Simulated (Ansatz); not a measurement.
# Pressure series in Y

The reference is Y in the hcp (Mg type) structure (space group P6_3/mmc, No. 194).

```
Y
1.0
    3.65564     0.00000     0.00000
   -1.82782     3.16588     0.00000
    0.00000     0.00000     5.67870
Y
2
Cartesian
  1.82782   1.05529   4.25903
  0.00000   2.11058   1.41968
```

Cell and atoms are relaxed at each pressure.

The values are results of PBE (Ansatz, a first-principles code, PAW, spin-orbit coupling left out), not measurements.

| pressure (GPa) | volume per atom (Å³/atom) |
|---|---|
| -2 | 34.660 |
| -1 | 33.708 |
| 0 | 32.861 |
| 2.1 | 31.329 |
| 4.5 | 29.852 |
| 9 | 27.633 |
| 15 | 25.413 |
| 22.5 | ? |
| 30 | 21.764 |

Task: Fit the third-order Birch–Murnaghan form P(V) = (3B₀/2)[(V₀/V)^(7/3) − (V₀/V)^(5/3)]·[1 + (3/4)(B₀′ − 4)((V₀/V)^(2/3) − 1)] (squares taken in P) to the rows shown and predict the withheld row.

Result: Least squares on the printed values gives V₀ = 32.859 Å³/atom, B₀ = 39.7 GPa, B₀′ = 3.2; this predicts 23.374 Å³/atom, and the run gives 23.351 Å³/atom, 0.023 lower.

Load acts through the strain it causes; cell and atoms are relaxed under it. Whether these cells are dynamically stable was not tested. Competing high-pressure phases were not computed. All final runs are without spin polarisation.
